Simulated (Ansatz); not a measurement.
An Ansatz (a first-principles code) run: Pd with a change (pressure 0.9 GPa); PBEsol in Ansatz (plane waves to 420 eV, PAW, scalar-relativistic without spin-orbit coupling).

Input:

Ansatz 0.2 input:
```yaml
crystal:
  lattice:
    - [0, 1.9378715746, 1.9378715746]
    - [1.9378715746, 0, 1.9378715746]
    - [1.9378715746, 1.9378715746, 0]
  atoms:
    - { symbol: Pd, position: [0, 0, 0] }
basis: { ecutwfc: 420, ecutrho_ratio: 4, xc_grid: 2, fft_grid_basis: typed }
kpoints: { mp_grid: { grid: [21, 21, 21] } }
hamiltonian:
  xc: pbesol
  dispersion: none
  pseudopotentials: { kind: paw }
scf: { occupations: { method: fermi_dirac, width: 0.05 } }
relax: { f_tol: 0.01, max_steps: 60, cell: { stress_tol: 0.02, p_target: 0.9 } }
output: { forces: true, stress: true }
checkpoint: { write: state.ck, write_every: 1000 }
```

Output (explanatory and most iteration lines left out):

```
Relaxation: its limit of steps is 60 (relax.max_steps)
Pseudopotential: Pd, paw, valence charge 18
Crystal: 1 atoms, lattice volume = 14.555 Å³
Basis set: ecut = 420 eV, 283 PW (Γ), exchange–correlation on 40×40×40 points (8 copies of the dense FFT grid, shifted against one another)
Bands: 13, of which v1, the nominal top of the filled ones, is band 9 counted from 1 (8 counted from 0)
Symmetry: 48 space group operations
Space group: Fm-3m (ITA 225), of the structure as read, at distance tolerance 2.4e-5 Å
k-points: 286 of 9261
Functional: x = pbesol(κ = 0.804, μ = 0.12345679012345678), c = pbesol(β = 0.046)
SCF iter   1: F=—  HF=-6906.660347 eV  |F-HF|=—  |Δ(HF+E_count)|=         —  Δρ=9.60e-3  dr2=1.10e-2  ethr=1.77e-3  ⟨swp⟩=5.4  Hψ=21694  notcnv=0
SCF iter   2: F=—  HF=-6906.657466 eV  |F-HF|=—  |Δ(HF+E_count)|=   2.88e-3  Δρ=2.47e-3  dr2=5.67e-4  ethr=6.13e-5  ⟨swp⟩=2.0  Hψ=7008  notcnv=0
SCF 1 converged in 6 iterations: F = -6906.657340 eV  dr2 = 3.45e-11
relax step   1: F+E_penalty+E_count = -6906.65733992 eV  Δ(F+E_penalty+E_count) = +0.000e0 eV  max|allowed force component| = 0.000e0 eV/Å  Δτ_max = 0.0000 Å  P = +0.001 GPa  Ω = 14.555 Å³  (6 SCF iters, dr2 threshold 1.00e-7 eV, accepted)
[... steps on the carried basis left out ...]
relax step   4: F+E_penalty+E_count = -6906.65716746 eV  Δ(F+E_penalty+E_count) = +1.538e-5 eV  max|allowed force component| = 0.000e0 eV/Å  Δτ_max = 0.0000 Å  P = +0.895 GPa  Ω = 14.492 Å³  stress off target by 4.88e-3 GPa  SCF on the basis re-selected at this cell (its energy is not comparable with the rows above)  (5 SCF iters)
SCF converged after 5 iterations
Free energy (F): -6906.657167 eV
Internal energy: -6906.639363 eV  (E = F + TS)
E sigma→0 (E₀):  -6906.648265 eV
Entropy (-TS):   -0.017804 eV (-17.804 meV/atom)
Fermi energy:    20.145599 eV
--- Forces (eV/Å), atoms counted from 1 ---
  atom   1  Pd     0.00000000     0.00000000     0.00000000
--- Stress (GPa, compression-positive) ---
        0.895117      -0.000000      -0.000000
       -0.000000       0.895117      -0.000000
       -0.000000      -0.000000       0.895117
  P = ⅓ Tr σ = 0.8951 GPa (8.951 kbar)
--- Relaxed structure (3 steps of the walk, 3 accepted, 1 SCFs on fresh bases) ---
  cell:  # Å, volume = 14.4918 Å³
    - [-5.095372032895592e-35, 1.9350726711891, 1.9350726711891]
    - [1.9350726711891, 5.09537203289559e-35, 1.9350726711891]
    - [1.9350726711891, 1.9350726711891, -6.369215041119489e-35]
  atoms:
    - { symbol: Pd, position: [0.0, 0.0, 0.0] }
```

Load acts through the strain it causes; cell and atoms are relaxed under it. Whether these cells are dynamically stable was not tested. The final runs are not spin-polarised. The cell was made from Pd in the fcc (Cu type) structure (space group Fm-3m, No. 225) by this change: pressure 0.9 GPa.
